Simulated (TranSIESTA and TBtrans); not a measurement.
Ga chain with one N atom inserted

System: Ga chain with one N atom inserted. Leads: straight Ga chain, spacing 2.703 Å. Geometry: 3 atoms about the centre moved by SIESTA (PBE, DZP) to a largest force of 0.02 eV/Å, all others as built, motion along the axis alone.

Computed with TranSIESTA and TBtrans, PBE, SZP numerical orbitals (energy shift 0.15 eV), PseudoDojo norm-conserving scalar-relativistic potentials, mesh cutoff 200 Ry, 300 K, spin-polarised (collinear), no spin-orbit coupling; self-consistent non-equilibrium Green functions.

Conductance at 300 K (G0 = 2e²/h): 0.59
Thermopower (μV/K): -2.6
Mean T from −0.5 to 0.5 eV: 0.49

Energies count from the leads' Fermi level. Transmissions are for each spin. The energy step is 0.01 eV; narrower resonances are cut or missed.

```tsv
E (eV)	T up	T down	lead channels up	down
-2.00	0	0	0	0
-1.80	0	0	0	0
-1.60	0	0	0	0
-1.40	0	0	0	0
-1.20	0.19	0.19	1	1
-1.00	0.29	0.29	1	1
-0.80	0.34	0.34	1	1
-0.60	0.36	0.35	1	1
-0.40	0.36	0.36	1	1
-0.20	0.36	0.36	1	1
0.00	0.59	0.60	3	3
0.20	0.56	0.57	3	3
0.40	0.54	0.54	3	3
0.60	0.53	0.53	3	3
0.80	0.55	0.54	3	3
1.00	0.59	0.58	3	3
1.20	0.66	0.65	3	3
1.40	0.76	0.77	3	3
1.60	0.92	0.93	3	3
1.80	1.13	1.14	3	3
2.00	1.38	1.39	3	3
```

Moments were seeded on the central atoms alone, and one start was tried. The straight chain is held at its spacing; free chains may zigzag or dimerise.
